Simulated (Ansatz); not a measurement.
Data:

Host crystal: anatase TiO2, with a band gap (PBE, scalar-relativistic without spin-orbit coupling).

End structure of F on the 1x1 (101) surface of anatase TiO2 (cut with top plane O), one in a 2x1 cell, started at the site 'over Ti at depth 0.9 Å':

```yaml
crystal:
  lattice:
    - [7.59752, 0.00000, 0.00000]
    - [1.89938, 5.20899, 0.00000]
    - [0.00000, 0.00000, 28.50000]
  atoms:
    - { symbol: O, position: [0.14089, 0.43645, 0.33526] }
    - { symbol: O, position: [0.64089, 0.43645, 0.33526] }
    - { symbol: Ti, position: [0.06428, 0.74287, 0.36727] }
    - { symbol: Ti, position: [0.56428, 0.74287, 0.36727] }
    - { symbol: O, position: [0.28898, 0.84409, 0.35911] }
    - { symbol: O, position: [0.78898, 0.84409, 0.35911] }
    - { symbol: O, position: [0.46828, 0.12690, 0.38395] }
    - { symbol: O, position: [0.96828, 0.12690, 0.38395] }
    - { symbol: Ti, position: [0.19890, 0.20438, 0.38398] }
    - { symbol: Ti, position: [0.69890, 0.20438, 0.38398] }
    - { symbol: O, position: [0.11103, 0.55589, 0.41952] }
    - { symbol: O, position: [0.61103, 0.55589, 0.41952] }
    - { symbol: O, position: [0.21927, 0.12291, 0.45736] }
    - { symbol: O, position: [0.71927, 0.12291, 0.45736] }
    - { symbol: Ti, position: [0.14016, 0.44122, 0.48831] }
    - { symbol: Ti, position: [0.63478, 0.45824, 0.48961] }
    - { symbol: O, position: [0.36613, 0.53364, 0.49196] }
    - { symbol: O, position: [0.86592, 0.53830, 0.49059] }
    - { symbol: O, position: [0.04169, 0.83456, 0.50881] }
    - { symbol: O, position: [0.54233, 0.82989, 0.50881] }
    - { symbol: Ti, position: [0.27456, 0.89371, 0.51702] }
    - { symbol: Ti, position: [0.77680, 0.90404, 0.51011] }
    - { symbol: O, position: [0.18507, 0.25268, 0.54313] }
    - { symbol: O, position: [0.68898, 0.25052, 0.54246] }
    - { symbol: O, position: [0.29641, 0.81827, 0.58169] }
    - { symbol: O, position: [0.79535, 0.81648, 0.57890] }
    - { symbol: Ti, position: [0.21099, 0.16260, 0.61430] }
    - { symbol: Ti, position: [0.70466, 0.17435, 0.61461] }
    - { symbol: O, position: [0.43845, 0.24596, 0.61475] }
    - { symbol: O, position: [0.93953, 0.24295, 0.61422] }
    - { symbol: O, position: [0.11255, 0.53488, 0.63888] }
    - { symbol: O, position: [0.62147, 0.53109, 0.63914] }
    - { symbol: Ti, position: [0.34467, 0.61260, 0.64918] }
    - { symbol: Ti, position: [0.84365, 0.63114, 0.63179] }
    - { symbol: O, position: [0.26033, 0.95424, 0.66562] }
    - { symbol: O, position: [0.76491, 0.94076, 0.66317] }
    - { symbol: F, position: [0.37969, 0.48053, 0.70642] }
```

Model: 37-atom slab, 9.4 Å thick at the start under the adsorbate (thin: gaps and levels are the slab's own), 3x4x1 mesh, Fermi-Dirac 0.01 eV, dipole correction, single point; no symmetry held, on the structure that PBE left; spin-polarised, ending with about 1.0 μB a cell, a value that depends on the mesh; orders that need a larger cell were not tried, no spin-orbit, no U, no dispersion correction. The slab shows no gap over 0.04 eV on its mesh. The program's check for a lower electronic state was not made. It is one chosen start, not shown to be the lowest state of the adsorbate.

A negative adsorption energy means that the adsorbate is more stable on the surface than in its reference.

Question: What is the computed adsorption energy against ½ F2(g) at the same level (r2SCAN, at the PBE geometry and the start's symmetry (Ansatz, a program for electronic structure))?

Answer: -768 meV

Question: What change of the step from the bottom to the top vacuum level, against the clean slab does r2SCAN, at the PBE geometry and the start's symmetry give?

Answer: 1.19 eV
